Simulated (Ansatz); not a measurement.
Consider SnO$_{2}$ in the rutile structure (space group P4_2/mnm, No. 136).

```yaml
crystal:
  lattice:
    - [4.76918, 0.00000, 0.00000]
    - [0.00000, 4.76918, 0.00000]
    - [0.00000, 0.00000, 3.21200]
  atoms:
    - { symbol: Sn, position: [0.00000, 0.00000, 0.00000] }
    - { symbol: Sn, position: [0.50000, 0.50000, 0.50000] }
    - { symbol: O, position: [0.30627, 0.30627, 0.00000] }
    - { symbol: O, position: [0.80627, 0.19373, 0.50000] }
    - { symbol: O, position: [0.19373, 0.80627, 0.50000] }
    - { symbol: O, position: [0.69373, 0.69373, 0.00000] }
```

Cartesian axes are those of the cell as printed.

Computed with Ansatz (an electronic-structure program) PBEsol, no spin-orbit coupling.

For the base:

| Property | Value |
|---|---|
| Band gap | 0.92 eV |
| Gap character | direct at Γ |

One thing is altered: uniaxial strain ε_xx = −0.60 %, all other strain components held at zero; the atoms relax in the strained cell.

**Question.** Predict the new energy relative to the base, band gap and gap character.

**Answer.** The energy grows by 0.3 meV/atom; the band gap increases by 0.06 eV (0.92 eV → 0.98 eV); the gap character stays direct at Γ.

Stability against distortions was not tested. Labels are those of the standard path for the cell's own space group.
